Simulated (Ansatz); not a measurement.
SiGe (P6₃mc, No. 186, 4 atoms in the cell; start mp-978534) was calculated with G0W0@PBEsol (Ansatz, an electronic-structure program, plane waves, hard PAW, contour deformation).

The cell is the one relaxed with PBEsol. Conventional cell: a = 3.9065 Å, b = 3.9065 Å, c = 6.4287 Å, α = 90.00°, β = 90.00°, γ = 120.00°.

The quasiparticle gap at Γ at a fixed k mesh 3×3×2:

```csv
response cutoff,value (eV)
"150 eV, 651 empty bands",0.976
"200 eV, 1002 empty bands",0.986
"250 eV, 1401 empty bands",0.991
"300 eV, 1842 empty bands",0.994
```

### Question
Taking the value to converge with the response cutoff E as E^(−3/2), extrapolate from the last two rows.

### Answer
With y = y∞ + c/w and weights w = 3953 and 5196 for the last two rows, y∞ = (w2 y2 − w1 y1)/(w2 − w1) = (5196 × 0.994 − 3953 × 0.991)/1243 = 1.004 eV, which lies 0.010 beyond the last row. Successive pairs of rows give 1.005, 1.004, 1.004. The limit also hangs on the law assumed, so its last digits aren't firm.

The other settings are not extrapolated, so this is the limit in one setting alone.

Spin–orbit coupling is not included.

Note: filled d or f shells below the valence bands can shift G0W0 gaps through exchange with them, which wasn't tested here.

A start named mp-… is a Materials Project structure, which need not be a measured phase.
